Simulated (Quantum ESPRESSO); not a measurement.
A user runs Quantum ESPRESSO on SrCd4Pt2 (P4_2/mnm, 14 atoms in the cell) and asks whether the run is sound. The aim is a self-consistent single point with DFT, PBEsol, plane waves, GBRV 1.5 ultrasoft (PBESOL) pseudopotentials.

Cell that was meant: a = 8.2873 Å, b = 8.2873 Å, c = 4.4960 Å, α = 90.00°, β = 90.00°, γ = 90.00°.

Part of the input:

```fortran
   ecutrho = 320,
   occupations = 'smearing',
   smearing = 'fermi-dirac',
   degauss = 0.1,
/
&ELECTRONS
   conv_thr = 1.0e-11,
```

Log, with long lists cut:

```
     G-vector sticks info
     --------------------
     sticks:   dense  smooth     PW     G-vecs:    dense   smooth      PW
   [... lines left out ...]
        k(    7) = (   0.3333333   0.3333333   0.0000000), wk =   0.1777778
        k(    8) = (   0.3333333   0.3333333   0.3686547), wk =   0.3555556
        k(    9) = (   0.3333333   0.3333333   0.7373093), wk =   0.3555556

     Dense  grid:   201493 G-vectors     FFT dimensions: (  90,  90,  50)

     Smooth grid:    71191 G-vectors     FFT dimensions: (  64,  64,  36)

     Initial potential from superposition of free atoms

     starting charge     173.9381, renormalised to     180.0000

     negative rho (up, down):  1.064E+00 0.000E+00
     Self-consistent Calculation

     iteration #  1     ecut=    40.00 Ry     beta= 0.50

     negative rho (up, down):  9.798E-01 0.000E+00

     total energy              =   -1892.04631343 Ry
     estimated scf accuracy    <      16.62062695 Ry

     iteration #  2     ecut=    40.00 Ry     beta= 0.50

     negative rho (up, down):  9.953E-01 0.000E+00

     total energy              =   -1898.40384896 Ry
     estimated scf accuracy    <      17.20656095 Ry

     iteration #  3     ecut=    40.00 Ry     beta= 0.50

     negative rho (up, down):  9.971E-01 0.000E+00

     total energy              =   -1899.95170659 Ry
     estimated scf accuracy    <       0.94125700 Ry

   [... 9 blocks of this kind left out ...]

     iteration # 13     ecut=    40.00 Ry     beta= 0.50

     negative rho (up, down):  9.970E-01 0.000E+00

     total energy              =   -1900.09080966 Ry
     estimated scf accuracy    <          4.9E-11 Ry

     iteration # 14     ecut=    40.00 Ry     beta= 0.50

     negative rho (up, down):  9.970E-01 0.000E+00
     End of self-consistent calculation

     the Fermi energy is    12.4344 ev

!    total energy              =   -1900.09080966 Ry
     estimated scf accuracy    <          9.0E-12 Ry
     smearing contrib. (-TS)   =      -3.04205787 Ry
     internal energy E=F+TS    =   -1897.04875178 Ry

     convergence has been achieved in  14 iterations

     negative rho (up, down):  9.970E-01 0.000E+00

     Forces acting on atoms (cartesian axes, Ry/au):

     atom    1 type  1   force =     0.00000000    0.00000000   -0.00000000
     atom    2 type  1   force =     0.00000000    0.00000000    0.00000000
     atom    3 type  2   force =    -0.00198670   -0.00179350    0.00000000
     atom    4 type  2   force =     0.00198670    0.00179350    0.00000000
   [... lines left out ...]
     Total force =     0.013771     Total SCF correction =     0.000012
   [... lines left out ...]

     negative rho (up, down):  9.970E-01 0.000E+00
          total   stress  (Ry/bohr**3)                   (kbar)     P=       54.31
   0.00037439   0.00000000   0.00000000           55.07        0.00        0.00
   0.00000000   0.00037439   0.00000000            0.00       55.07        0.00
   0.00000000   0.00000000   0.00035878            0.00        0.00       52.78

   JOB DONE.
```

Problem. Is this run sound? If not, what is wrong?

Solution. The run is not sound. The fault is a smearing width that is far too large. A width of many tenths of an electronvolt moves electrons far across the Fermi level or the gap, and the free energy and its derivatives carry a large smearing term. To fix it, use a width small against the gap or band features. The run converged in 14 iterations without an error; against the sound input the free energy falls by 1.39 eV/atom, the pressure goes from -2.90 to 5.43 GPa and the largest force goes from 0.066 to 0.148 eV/Å. The full log also holds: “c_bands:  1 eigenvalues not converged”.

The sound input it was made from differs as follows (other fixes are possible):
```diff
-   degauss = 0.1,
+   degauss = 0.0073499,
```

With that input, the run converged in 15 iterations: free energy E − TS -25832.6506 eV; Fermi level (on the code's own zero) 12.20 eV; pressure -2.90 GPa; largest force (vector length) 0.066 eV/Å (DFT, PBEsol, plane waves, GBRV 1.5 ultrasoft (PBESOL) pseudopotentials).

On the sound input: the starting cell comes from a database of computed structures (which also holds hypothetical and non-ambient phases and stackings), without a prior relaxation at this level. Spin-orbit coupling is off. Spin polarisation is off.
